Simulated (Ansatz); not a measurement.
The reference is InAgTe$_{2}$ in the chalcopyrite structure (space group I-42d, No. 122).

```
CELL_PARAMETERS angstrom
     -3.28433     3.28433     6.49971
      3.28433    -3.28433     6.49971
      3.28433     3.28433    -6.49971
ATOMIC_POSITIONS crystal
  In 0.50000 0.50000 0.00000
  In 0.25000 0.75000 0.50000
  Te 0.37500 0.36941 0.49441
  Te 0.63059 0.12500 0.00559
  Te 0.87500 0.88059 0.50559
  Te 0.11941 0.62500 0.99441
  Ag 0.00000 0.00000 0.00000
  Ag 0.75000 0.25000 0.50000
```

The values are results of Ansatz (a quantum-chemistry and plane-wave program), PBE, PAW, cutoff 420 eV, spin-orbit coupling left out, not measurements.

Base values:

| Property | Value |
|---|---|
| Pressure | 0.01 GPa |

Now apply this change: every lattice vector is shortened by 2.25 %, atoms relaxed at fixed cell.

Task: What happens to the energy relative to the base, pressure and largest internal atomic displacement?

Result: The energy increases by 20 meV/atom; the pressure (mean of the normal stresses, compression positive) increases by 2.979 GPa to 2.98 GPa; the largest internal atomic displacement amounts to 0.013 Å.

The cells carry an imposed strain or load. Stability against distortions was not tested.
